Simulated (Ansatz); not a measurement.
Results of LDA (plane waves, PAW; Ansatz, a quantum-chemistry and plane-wave program) for ZrMo (model structure, Pm-3m, No. 221, 2 atoms in the cell).

Numerical settings: plane-wave cutoff 520 eV, 16×16×16 k mesh, Fermi–Dirac smearing 0.05 eV, no spin polarisation, scalar-relativistic PAW data made under PBE.

Cell (relaxed at this level):

```yaml
crystal:
  lattice:
    - [3.27310, 0.00000, 0.00000]
    - [0.00000, 3.27310, 0.00000]
    - [0.00000, 0.00000, 3.27310]
  atoms:
    - { symbol: Mo, position: [0.00000, 0.00000, 0.00000] }
    - { symbol: Zr, position: [0.50000, 0.50000, 0.50000] }
```

### Question
What does this level give for the bulk modulus B0?

### Answer

- bulk modulus B0: 170 GPa

Note: the run has no spin polarisation, so it can have missed a magnetic state; the bulk modulus is −V dP/dV from two relaxed cells at ±2 % in volume; the relaxation could raise the start's symmetry but not lower it, so the cell can be a saddle point.

The computed numbers hold no vibrational or temperature effects.

A model structure was made by putting elements into a prototype or built by hand; it is no filed structure, need not be a known phase, and can be a saddle point held by its symmetry.
